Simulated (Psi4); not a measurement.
Psi4 1.11, B3LYP/def2-svp: OB(O)C[SiH](F)F, 12 atoms. The geometry is a generated start, not checked to be a minimum at this level.

```yaml
task: energy
method: b3lyp
basis: def2-svp
memory: 3 GB
maxiter: 100
keys_of_the_molecule_block: symmetry c1
scf_type: df (default)
e_convergence: 1e-06 (default)
d_convergence: 1e-06 (default)
dft_radial_points: 75 (default)
dft_spherical_points: 302 (default)
basis_functions: 127
grid_points: 256188
```

```xyz
12

Si     1.4725     0.7845     0.0836
F      0.7756     2.2257     0.2606
F      1.8279     0.4203     1.6015
C      0.2173    -0.4166    -0.6315
B     -1.2027    -0.4750     0.1556
O     -1.8526    -1.6440     0.3422
O     -1.8224     0.6193     0.6240
H      2.7229     1.0055    -0.6037
H      0.0117    -0.1312    -1.6644
H      0.6609    -1.4123    -0.6833
H     -1.4438    -2.4306    -0.0176
H     -1.3675     1.4544     0.5330
```

With the defaults (diis = true, scf_initial_accelerator = adiis, damping_percentage = 0, soscf = false, soscf_start_convergence = 0.01, diis_max_vecs = 10, level_shift = 0, level_shift_cutoff = 0.01, guess = auto, which took SAD) it converges in 9 SCF iterations. One run each on 2 threads, with these changes:
- level_shift = 0.5, level_shift_cutoff = 0.001
- diis_max_vecs = 20
- soscf = true, soscf_start_convergence = 0.1
- scf_initial_accelerator = none
- diis_max_vecs = 3
- guess = huckel
- level_shift = 0.1, level_shift_cutoff = 0.001
- diis_max_vecs = 6
- diis = false, scf_initial_accelerator = none, damping_percentage = 60

**Question.** Which of these changes keep the SCF from converging, or lead it to another solution?

**Answer.** No convergence: diis = false, scf_initial_accelerator = none, damping_percentage = 60 (the run ends without SCF convergence in 100 iterations). The rest reach the solution of the defaults.

```tsv
setting	SCF iterations	JK calls	end
soscf = true, soscf_start_convergence = 0.1	6	22	same solution
level_shift = 0.1, level_shift_cutoff = 0.001	8	9	same solution
the defaults	9	10	same solution
diis_max_vecs = 20	9	10	same solution
level_shift = 0.5, level_shift_cutoff = 0.001	9	10	same solution
diis_max_vecs = 6	9	10	same solution
scf_initial_accelerator = none	9	10	same solution
guess = huckel	10	43	same solution
diis_max_vecs = 3	10	11	same solution
diis = false, scf_initial_accelerator = none, damping_percentage = 60	100	101	no convergence
```

An SOSCF iteration holds several JK calls; a Hückel guess adds calls on atoms.
